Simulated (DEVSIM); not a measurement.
System: abrupt Ge n-p junction, at 400 K.

Layer 1 from the left is Ge, thickness (μm) 3.70, Nd (cm⁻³) 5.1e13, τn (s) 8.3e-5, τp (s) 8.3e-5. Layer 2 from the left is Ge, thickness (μm) 0.760, Na (cm⁻³) 2.9e17, τn (s) 8.3e-5, τp (s) 8.3e-5.

Left contact: ohmic. Right contact: ohmic. Voltage is applied to the left contact. Recombination: SRH at mid-gap, radiative. Mobility is μmin + (μ − μmin)/(1 + (N/Nref)^α).

Constants are typed, rounded textbook-type inputs, not results; the design itself was drawn at random and stands for no fabricated device. Values at 300 K; Nc and Nv go as T^1.5, mobilities as T to minus their exponent, the gap by Varshni's rule with the affinity fixed.

Ge: gap (eV) 0.664, affinity (eV) 4, permittivity 16, Nc (cm⁻³) 1.04e19, Nv (cm⁻³) 6e18, μn (cm²/Vs) 3900, μp (cm²/Vs) 1900, μn,min 150, μp,min 100, Nref,n 2.6e17, Nref,p 4e17, αn 0.56, αp 0.6, T exponent of μn 1.66, T exponent of μp 2.33, B (cm³/s) 6.4e-14, Varshni α (eV/K) 0.000477, Varshni β (K) 235.

DEVSIM, 1D drift-diffusion, Boltzmann statistics, complete ionisation; no tunnelling, impact ionisation, image-force lowering or self-heating.

Task: What does the simulation give for the potential step across the device at zero bias, the largest field in the device at zero bias?

Result: potential step across the device at zero bias 0.184 V; largest field in the device at zero bias 29000 V/cm.
